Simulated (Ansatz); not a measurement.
Take Ba in the diamond structure (space group Fd-3m, No. 227; a hypothetical phase, not in the database extracts checked) as the base.

```cif
data_Ba8
_chemical_formula_sum 'Ba8'
_space_group_name_H-M_alt 'Fd-3m :1'
_space_group_IT_number 227
_space_group_name_Hall 'F 4d 2 3 -1d'
_cell_length_a 7.40434
_cell_length_b 7.40434
_cell_length_c 7.40434
_cell_angle_alpha 90.000
_cell_angle_beta 90.000
_cell_angle_gamma 90.000
loop_
_atom_site_label
_atom_site_type_symbol
_atom_site_symmetry_multiplicity
_atom_site_Wyckoff_symbol
_atom_site_fract_x
_atom_site_fract_y
_atom_site_fract_z
_atom_site_occupancy
Ba1 Ba 8 a 0.00000 0.00000 0.00000 1
```
(The calculation used a cell of 2 atoms; values per cell refer to that cell.)

Computed with Ansatz (a first-principles code) PBEsol, no spin-orbit coupling.

For the base:

```
Property            Value
---------------  --------
Volume per atom  50.74 Å³
```

Perturbation: a hydrostatic pressure of 3 GPa.

Task: What happens to the volume per atom?

Result: The volume per atom falls by 6.30 Å³ to 44.44 Å³.

Load acts through the strain it causes; cell and atoms are relaxed under it. No phonon test of stability was made.
